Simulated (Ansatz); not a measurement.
AlB2-type TiB2 was calculated with PBE-D3(BJ) (Ansatz, an electronic-structure program, plane waves, PAW).

Settings: plane-wave cutoff 520 eV, 24×24×20 k mesh (along the axes of the cell as run), Fermi–Dirac smearing 0.056 eV (set by the program), no spin polarisation, scalar-relativistic PAW data made under PBE.

Computed at the level's own relaxed cell.

Hill averages of the elastic tensor: K = 268.2 GPa, G = 278.0 GPa. Volume 8.286 Å³/atom, mean atomic mass 23.163 u.

Q: Work out the density, the sound velocities of a polycrystal and the elastic Debye temperature, and Pugh's ratio at this level.

A: ρ = 1.66054 × 23.163/8.286 = 4.642 g/cm³. v_l = √[(K + 4G/3)/ρ] = 11.731 km/s and v_t = √(G/ρ) = 7.739 km/s. The mean follows from 3/v_m³ = 1/v_l³ + 2/v_t³: v_m = 8.472 km/s. Θ_D = (ħ/k_B) v_m (6π²/V)^(1/3) = 76.38 K Å s/km × 8.472 × 1.9262 Å⁻¹ = 1246 K, counting all atoms of the cell. K/G = 0.96, to be set beside Pugh's rough bound of 1.75 between brittle and ductile metals.

Note: the dispersion coefficients are held fixed in the derivatives.
